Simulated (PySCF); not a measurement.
PySCF 2.14.0, unrestricted R2SCAN/def2-svpd, df: Ag(F) anion ([F][Ag]), charge -1, multiplicity 2, 2 atoms. The geometry is a generated start, not checked to be a minimum at this level.

```yaml
task: energy
method: r2scan
basis: def2-svpd
two_electron_scheme: density fitting
mol.max_memory: 3000 MB
mf.max_cycle: 100
mf.init_guess: minao (default)
mf.DIIS: CDIIS (default)
mf.diis_space: 8 (default)
mf.conv_tol: 1e-09 (default)
mf.grids.level: 3 (default)
effective_core_potentials: those of the basis set, past Kr
basis_functions: 57
grid_points: 36704
```

```xyz
2

Ag    -0.5012    -0.4602    -0.7136
F      0.5012     0.4602     0.7136
```

Charge -1 and multiplicity 2 are set for this test and not shown to be the ground state.

One run each on 2 threads, 1 BLAS thread. Values of level_shift (Hartree) tried: 0 (default), 0.1, 0.3, 1.

**Question.** How does the count of Fock builds change with level_shift (Hartree), and where is it least?

**Answer.** Fewest Fock builds: 0 (default) with 14. The count rises to 74 at 1. All converge to one solution.

| level_shift (Hartree) | Fock builds | end |
|---|---|---|
| 0 (default) | 14 | same solution |
| 0.1 | 17 | same solution |
| 0.3 | 33 | same solution |
| 1 | 74 | same solution |
